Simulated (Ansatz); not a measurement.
Results of LDA (plane waves, PAW; Ansatz, a program for electronic structure) for Ir (model structure, started from the simple cubic type, Pm-3m, No. 221, 1 atom in the cell).

Settings: plane-wave cutoff 520 eV, 22×22×22 k mesh, Fermi–Dirac smearing 0.05 eV, no spin polarisation, scalar-relativistic PAW data made under PBE.

Cell (relaxed at this level):

```
Ir
1.0
    2.52644     0.00000     0.00000
    0.00000     2.52644     0.00000
    0.00000     0.00000     2.52644
Ir
1
Cartesian
  0.00000   0.00000   0.00000
```

Predict the bulk modulus B0.


* **bulk modulus B0**: 292 GPa

Note: the run has no spin polarisation, so it can have missed a magnetic state; the bulk modulus is −V dP/dV from two relaxed cells at ±2 % in volume; the relaxation could raise the start's symmetry but not lower it, so the cell can be a saddle point.

Spin–orbit coupling is not included.

The computed numbers hold no vibrational or temperature effects.

A model structure was made by putting elements into a prototype or built by hand; it is no filed structure, need not be a known phase, and can be a saddle point held by its symmetry.
